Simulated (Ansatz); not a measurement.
Base system: InP in the zinc blende structure (space group F-43m, No. 216; a = 5.827 Å). Axes: x, y, z lie along the cube axes.

Calculations: Ansatz (a quantum-chemistry and plane-wave program), LDA, PAW, cutoff 420 eV, spin-orbit coupling left out.

It is then changed as follows: a pure shear with ε_xy = ε_yx = 0.0057, atoms relaxed at fixed cell.

Problem. Predict the stress tensor and what it implies for the stiffness.

Solution. Stress of the strained cell less that of the base (GPa, compression positive):
```
   0.00   -0.53    0.00
  -0.53    0.00    0.00
   0.00    0.00    0.00
```

Then −Δσ/γ with γ = 2ε = 0.0114 gives relaxed-ion elastic constants: C66 ≈ 46 GPa.

Stability against distortions was not tested.
